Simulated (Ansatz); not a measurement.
Base system: Ti in the hcp (Mg type) structure (space group P6_3/mmc, No. 194; relaxed with 0.1 eV smearing).

```xyz
2
Lattice="2.9016 0.0000 0.0000 -1.4508 2.5129 0.0000 0.0000 0.0000 4.5930" Properties=species:S:1:pos:R:3 pbc="T T T"
Ti     0.0000     1.6753     3.4447
Ti     1.4508     0.8376     1.1482
```

Cartesian axes are those of the cell as printed.

Method: Ansatz (a quantum-chemistry and plane-wave program) PBEsol, no spin-orbit coupling.

The change: compressive biaxial strain of 2.20 % in the plane normal to [001], as in epitaxy on a mismatched substrate; the out-of-plane cell vector and the atoms relax.

Task: Estimate the effect on the ratio −ε⊥/ε∥.

Result: The ratio −ε⊥/ε∥ is 0.88.

No phonon test of stability was made. All final runs are without spin polarisation.
